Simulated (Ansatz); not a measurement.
## Ti2InB2 (space group P-6m2, No. 187; a hypothetical phase, not in the database extracts checked)

```xyz
5
Lattice="3.0821 0.0000 0.0000 -1.5410 2.6691 0.0000 0.0000 0.0000 7.9361" Properties=species:S:1:pos:R:3 pbc="T T T"
Ti     0.0000     1.7794     5.5001
Ti     0.0000     1.7794     2.4361
In     0.0000     0.0000     0.0000
B      0.0000     0.0000     3.9681
B      1.5410     0.8897     3.9681
```

The values are results of Kohn–Sham DFT with the PBE functional, run in Ansatz (a program for electronic structure) with PAW and 420 eV plane waves, without spin-orbit coupling, not measurements. k-mesh 17×17×6 (Γ-centred); smearing 0.05 eV (Fermi–Dirac).

| Item | Value |
|---|---|
| Volume per atom | 13.06 Å³ |
| Density | 5.91 g/cm³ |
| Band gap | zero |
| Total energy | -2182.539 eV/atom (σ→0; compares only within this code and set-up) |

No phonon test of stability was made. The final runs are not spin-polarised. An odd electron count without spin: Ti2InB2.
